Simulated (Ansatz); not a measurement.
The parent structure is Y in the hcp (Mg type) structure (space group P6_3/mmc, No. 194).

```
CELL_PARAMETERS angstrom
      3.65568     0.00000     0.00000
     -1.82784     3.16591     0.00000
      0.00000     0.00000     5.67880
ATOMIC_POSITIONS crystal
  Y  0.33333 0.66667 0.75000
  Y  0.66667 0.33333 0.25000
```

Level of theory: PBE in Ansatz (plane waves to 420 eV, PAW, spin-orbit coupling left out), earlier PAW set.

One change was made to it. Results:

The shortest interatomic distance falls by 0.077 Å, from 3.538 Å to 3.461 Å; the density grows by 0.31 g/cm³, from 4.49 g/cm³ to 4.80 g/cm³.

Problem. Which of these changes matches the shifts?
(A) pressure −1 GPa
(B) pressure 30 GPa
(C) pressure 50 GPa
(D) pressure 3 GPa
(E) pressure 75 GPa

Solution. D, pressure 3 GPa. For comparison, the shortest interatomic distance in the other runs: pressure 30 GPa gives 3.123 Å; pressure 75 GPa gives 2.822 Å; pressure −1 GPa gives 3.568 Å; pressure 50 GPa gives 2.975 Å.

Load acts through the strain it causes; cell and atoms are relaxed under it. No phonon test of stability was made. Competing high-pressure phases were not computed. All final runs are without spin polarisation.

Ansatz is a quantum-chemistry and plane-wave program.
